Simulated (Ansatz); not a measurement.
We consider NiAs-type NiSb, described by PBE-D3(BJ) (Ansatz, an electronic-structure program, plane waves, PAW).

Settings: plane-wave cutoff 520 eV, 12×12×8 k mesh (along the axes of the cell as run), Fermi–Dirac smearing 0.1 eV, perturbation theory, no spin polarisation, scalar-relativistic PAW data made under PBE.

Computed at the level's own relaxed cell.

Harmonic phonon frequencies (cm⁻¹; i marks an imaginary mode):

| q point | frequencies |
|---|---|
| Γ | 0 0 0 139 139 140 140 150 167 220 220 267 |
| M | 73 92 116 134 135 149 152 172 196 199 215 277 |
| K | 78 78 117 122 122 145 171 188 188 210 210 278 |

No imaginary mode appears at these points.

Note: the dispersion coefficients are held fixed in the derivatives.
